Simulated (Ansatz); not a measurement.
Input and output of a self-consistent single point for ZrCrW (P1, 6 atoms in the cell) (Ansatz, a program for electronic structure).

Method of the run: LDA (PW92), PAW files made with PBE (plane waves; Ansatz).

The change in words: atoms moved at random. Reference geometry:
```
ZrCrW
1.0
   -2.60085     2.66597     3.68561
    2.60085    -2.66597     3.68561
    2.60085     2.66597    -3.68561
Zr Cr W
2 2 2
Direct
  0.37314   0.12314   0.25000
  0.62686   0.87686   0.75000
  0.00000   0.50000   0.00000
  0.00000   0.00000   0.50000
  0.50000   0.50000   0.00000
  0.00000   0.50000   0.50000
```

Reference input (self-consistent single point, DFT, LDA (PW92), plane waves, PAW files made with PBE): kpoints.mp_grid.grid = 4 4 4; hamiltonian.xc = lda; hamiltonian.pseudopotentials = {kind: paw} (the program's default PAW files); scf.occupations.method = fermi_dirac; scf.occupations.width = 0.136 eV. This run's input differs from it in these lines:

Ansatz 0.2 input:
```diff
@@ -6,8 +6,8 @@
   atoms:
-    - { symbol: Zr, position: [0.37314000, 0.12314000, 0.25000000] }
-    - { symbol: Zr, position: [0.62686000, 0.87686000, 0.75000000] }
-    - { symbol: Cr, position: [0.00000000, 0.50000000, 0.00000000] }
-    - { symbol: Cr, position: [0.00000000, 0.00000000, 0.50000000] }
-    - { symbol: W, position: [0.50000000, 0.50000000, 0.00000000] }
-    - { symbol: W, position: [0.00000000, 0.50000000, 0.50000000] }
+    - { symbol: Zr, position: [0.36926800, 0.11367700, 0.25098300] }
+    - { symbol: Zr, position: [0.62801500, 0.87086500, 0.74973200] }
+    - { symbol: Cr, position: [-0.00703000, 0.50560300, -0.01076200] }
+    - { symbol: Cr, position: [0.01003100, -0.00564800, 0.49871800] }
+    - { symbol: W, position: [0.50198900, 0.50792300, -0.00466100] }
+    - { symbol: W, position: [-0.00227200, 0.50757900, 0.51599100] }
 kpoints:
```

Output, abridged:

```
SCF iter   1: F=—  HF=-35072.457358 eV  |F-HF|=—  |Δ(HF+E_count)|=         —  Δρ=2.18e-1  dr2=8.12e1  ethr=3.10e-3  ⟨swp⟩=4.5  Hψ=6101  notcnv=0
all-band conjugate gradients solve this SCF's bands
preconditioner: auto → Kerker (q_TF=auto, 2.619 Å⁻¹)
SCF iter   2: F=—  HF=-35064.264129 eV  |F-HF|=—  |Δ(HF+E_count)|=    8.19e0  Δρ=7.86e-2  dr2=1.23e1  ethr=3.10e-3  ⟨swp⟩=3.1  Hψ=3941  notcnv=0
   [... lines left out ...]
SCF iter   6: F=—  HF=-35062.612774 eV  |F-HF|=—  |Δ(HF+E_count)|=   2.79e-3  Δρ=5.40e-4  dr2=2.89e-4  ethr=3.90e-5  ⟨swp⟩=2.0  Hψ=1994  notcnv=0
SCF iter   7: F=—  HF=-35062.612755 eV  |F-HF|=—  |Δ(HF+E_count)|=   1.93e-5  Δρ=1.55e-4  dr2=2.51e-5  ethr=3.61e-7  ⟨swp⟩=2.0  Hψ=2392  notcnv=0
SCF iter   8: F=—  HF=-35062.612757 eV  |F-HF|=—  |Δ(HF+E_count)|=   1.94e-6  Δρ=7.59e-5  dr2=7.15e-6  ethr=3.13e-8  ⟨swp⟩=2.3  Hψ=2277  notcnv=0
SCF iter   9: F=-35062.612756 eV  HF=-35062.612756 eV  |F-HF|=7.65e-9  |Δ(HF+E_count)|=   6.07e-7  Δρ=3.71e-6  dr2=1.41e-8  ethr=1.25e-10  ⟨swp⟩=6.7  Hψ=7903  notcnv=0
SCF 1 converged in 9 iterations: F = -35062.612756 eV  dr2 = 1.41e-8
Free energy (F): -35062.612756 eV
Internal energy: -35062.374228 eV  (E = F + TS)
E sigma→0 (E₀):  -35062.493492 eV
Entropy (-TS):   -0.238528 eV (-39.755 meV/atom)
Fermi energy:    16.886756 eV
--- Forces (eV/Å), atoms counted from 1 ---
  atom   1  Zr     0.27262969    -0.19974281     0.62740604
  atom   2  Zr     0.36085574    -0.29740544     0.17388148
  atom   3  Cr     0.12094336     0.77696688    -0.52204308
  atom   4  Cr     0.44648299    -0.40143599    -0.14169901
  atom   5  W     -0.12757077     0.74872406    -0.72667362
  atom   6  W     -1.07334401    -0.62709851     0.58913754
--- Stress (GPa, compression-positive) ---
      -10.851134       0.026544      -0.137261
        0.026544     -11.600084      -0.129445
       -0.137260      -0.129445     -11.556721
  P = ⅓ Tr σ = -11.3360 GPa (-113.360 kbar)
  The stress holds the Pulay correction. Without it, at fixed plane waves, as pw.x and ABINIT print it: P = -11.3699 GPa
```

The run converged in 9 iterations. Against the reference run the free energy goes up by 27.2 meV/atom, the pressure goes from -12.17 to -11.34 GPa and the largest force goes from 0.001 to 1.376 eV/Å.

The starting cell comes from a database of computed structures (which also holds hypothetical and non-ambient phases and stackings), without a prior relaxation at this level. For this run, on top of that: atoms moved at random. Spin polarisation is off. With a pressure of about -11 GPa the cell is away from its equilibrium volume at this level. Forces in this geometry exceed 1 eV/Å. Ansatz's pressure includes its estimate of the finite-basis (Pulay) stress.
